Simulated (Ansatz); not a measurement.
The structure below was relaxed with PBEsol (Ansatz, a first-principles code; PAW; 420 eV plane waves; scalar-relativistic without spin-orbit coupling), earlier PAW set.

```xyz
2
Lattice="0.0000 2.8297 2.8297 2.8297 0.0000 2.8297 2.8297 2.8297 0.0000" Properties=species:S:1:pos:R:3 pbc="T T T"
As     4.2445     4.2445     4.2445
Ga     0.0000     0.0000     0.0000
```

Problem. Find the space group and the Wyckoff positions.

Solution. Space group F-43m (No. 216); a = 5.6594 Å, b = 5.6594 Å, c = 5.6594 Å, α = 90.00°, β = 90.00°, γ = 90.00°

```
atom  site  symmetry       x       y       z
----  ----  --------  ------  ------  ------
As      4c      -43m  0.2500  0.2500  0.2500
Ga      4a      -43m  0.0000  0.0000  0.0000
```

Whether these cells are dynamically stable was not tested. The cell was made from InAs by this change: In → Ga.
